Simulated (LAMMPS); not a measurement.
MD of SiC (zinc blende) at zero pressure, 1000 atoms, as a liquid; each row is its own run.

Level of theory: classical MD, pair style vashishta, file SiC.vashishta, run in LAMMPS.

```
T (K)  D(Si) (cm²/s)
-----  -------------
2030         3.39e-5
2320         6.70e-5
2610         9.44e-5
2900        0.000138
3190        0.000174
3620        0.000242
4640        0.000464
```

**Question.** Fit an Arrhenius law, ln y = a + b / x, to these rows (x is the first column, y the second) and predict the run at x = 4060.

**Answer.** Least squares gives a = -5.7486 and b = -9149. The slope times kB gives an activation energy of 0.79 eV. At x = 4060 the fit predicts 0.000335 cm²/s. The run itself gave (3.2 ± 0.1) × 10^-4 cm²/s, so the fit is 3.1 % high.

Caution: at ambient pressure real SiC sublimes or decomposes before or as it melts, so this liquid is the model's.

Caution: a run this short can hold a crystal over, or a liquid under, the potential's own melting point, which these runs don't give.

Caution (rows 2900; 4640): enthalpy drifts during the constant-pressure average: a transition or slow ageing; fluctuation values are void.

Errors of D are the spread over four groups of atoms in one short run; a floor of about 5 %, a picked value, is safer.
